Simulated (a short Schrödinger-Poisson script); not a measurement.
Stack: gated In0.52Al0.48As/In0.53Ga0.47As δ-doped gas in a quantum well, at 77 K.

| layer | material | thickness (nm) | Na (cm⁻³) |
|---|---|---|---|
| 1 | In0.52Al0.48As | 20 | - |
| 2 | In0.52Al0.48As | 2 | - |
| 3 | In0.53Ga0.47As | 6 | - |
| 4 | In0.52Al0.48As | 4000 | 2e15 |

The device is made up for the run: typed textbook-type constants, with dimensions and the other settings drawn at random. In0.52Al0.48As: permittivity 12.5, conduction-band edge (eV) 0.52, gap (eV) 1.45, electron mass (mₑ) 0.075, Nv at 300 K (cm⁻³) 1.1e19. In0.53Ga0.47As: permittivity 13.9, conduction-band edge (eV) 0, gap (eV) 0.74, Nv at 300 K (cm⁻³) 7.7e18.

Channel valleys (confinement mass, in-plane density-of-states mass, number): Γ 0.041, 0.041, 1. At the gate the conduction-band edge of layer 1 lies 0.65 eV − eVg above the Fermi level of the channel; the field vanishes at the back. Sheet of ionised δ-doping: +5.1e12 e/cm² at 20 nm from the gate. The barrier under the gate holds no holes. Gaps are held at their typed values at every temperature. Mesh 0.08 nm at interfaces.

From a short Schrödinger-Poisson script (our own, NumPy): 1D Poisson equation in equilibrium, electrons quantum, Hartree (BenDaniel-Duke, 40 states a valley, the channel's in-plane mass for all, wave functions free to enter the barrier), parabolic valleys, classical holes, full ionisation, no traps, pinning or gate leakage.

The same stack at other levels of the model or other numerical settings:

```
run                                                                  sheet density of all electrons at Vg = 0.4 V (cm⁻²)  sheet density of all electrons at Vg = -0.6 V (cm⁻²)  capacitance at Vg = 0.4 V (μF/cm²)  centroid of the channel electrons at Vg = 0.4 V (nm)  rough cost against the base
-------------------------------------------------------------------  ---------------------------------------------------  ----------------------------------------------------  ----------------------------------  ----------------------------------------------------  ---------------------------
base                                                                                                             3.98e12                                               1.46e12                               0.412                                                  2.62                      about 1
electrons treated as classical, Boltzmann                                                                        5.13e12                                               2.03e12                               0.498                                                  0.54                         0.02
electrons treated as classical, Fermi-Dirac                                                                      4.01e12                                               1.52e12                               0.431                                                  2.64                         0.09
electrons treated as quantum, Hartree plus LDA exchange-correlation                                              4.04e12                                               1.50e12                               0.412                                                  2.61                            2
mesh six times as coarse                                                                                         3.98e12                                               1.46e12                               0.412                                                  2.60                          0.2
one subband a valley                                                                                             3.98e12                                               1.46e12                               0.409                                                  2.62                          0.2
```

The classical rows ignore confinement, and Boltzmann statistics overrate the density once the band edge passes the Fermi level.

Above a few 1e12 electrons/cm² a light Γ valley is non-parabolic and upper valleys begin to fill, which the model leaves out.
